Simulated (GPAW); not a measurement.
# Convergence study of shifted k-point meshes for Na (Im-3m, 1 atom in the cell)

```
Na
1.0
   -2.14065     2.14065     2.14065
    2.14065    -2.14065     2.14065
    2.14065     2.14065    -2.14065
Na
1
Direct
  0.00000   0.00000   0.00000
```

Method of the run: PBE, GPAW PAW datasets PBE (gpaw-data 1.0.1) (plane waves; GPAW 25.7.0).

Base settings: mode = pw; ecut = 850 eV; xc = PBE; kpts = 6 6 6; mesh shift (steps) = 0 0 0; occupations.name = fermi-dirac; occupations.width = 0.1 eV; nbands = -9; symmetry.symmorphic = false; symmetry.tolerance = 0.0005.

In this ladder: kpts_shift = 0.5 0.5 0.5.

Only quantities that move along the ladder and can be compared are tabulated.

The count of work is k-points × plane waves × bands × iterations; it is no time. Core times come from one kind of shared machine, to one figure; runs under 30 s give none.

The starting cell has typed, rounded lattice constants, without a prior relaxation at this level. Its lattice was rescaled by up to half a per cent.

| kpts | free energy less the last step's (meV/atom) | pressure (GPa) | count of work / last | core time / last (rough) |
|---|---|---|---|---|
| 2 2 2 | 75.35 | 0.07 | 0.0020 | – |
| 3 3 3 | 22.78 | -0.34 | 0.0035 | – |
| 4 4 4 | -5.17 | -0.32 | 0.0052 | – |
| 5 5 5 | 34.50 | -0.28 | 0.0087 | – |
| 6 6 6 | -18.03 | -0.43 | 0.012 | – |
| 7 7 7 | 10.29 | -0.35 | 0.017 | – |
| 8 8 8 | -4.88 | -0.40 | 0.023 | – |
| 9 9 9 | 0.77 | -0.38 | 0.031 | – |
| 10 10 10 | -1.18 | -0.39 | 0.038 | – |
| 11 11 11 | -0.26 | -0.39 | 0.049 | – |
| 13 13 13 | 0.17 | -0.38 | 0.073 | – |
| 14 14 14 | -0.01 | -0.38 | 0.087 | – |
| 16 16 16 | 0.20 | -0.38 | 0.12 | 0.2 |
| 17 17 17 | -0.23 | -0.39 | 0.14 | 0.1 |
| 19 19 19 | -0.19 | -0.39 | 0.19 | 0.1 |
| 21 21 21 | -0.07 | -0.38 | 0.25 | 0.3 |
| 23 23 23 | -0.02 | -0.38 | 0.32 | 0.2 |
| 26 26 26 | 0.00 | -0.38 | 0.44 | 0.4 |
| 29 29 29 | 0.00 | -0.38 | 0.60 | 0.4 |
| 32 32 32 | -0.01 | -0.38 | 0.78 | 0.7 |
| 35 35 35 | 0.00 | -0.38 | 1.0 | 1 |

Coarsest kpts that holds the free energy within 1 meV/atom of the last step, with all finer ones: 11 11 11, at 0.049 of the last step's count of work; the step before is off by 1.2 meV/atom.

Coarsest kpts that holds the pressure within 0.2 GPa of the last step, with all finer ones: 3 3 3, at 0.0035 of the last step's count of work; the step before is off by 0.45 GPa.
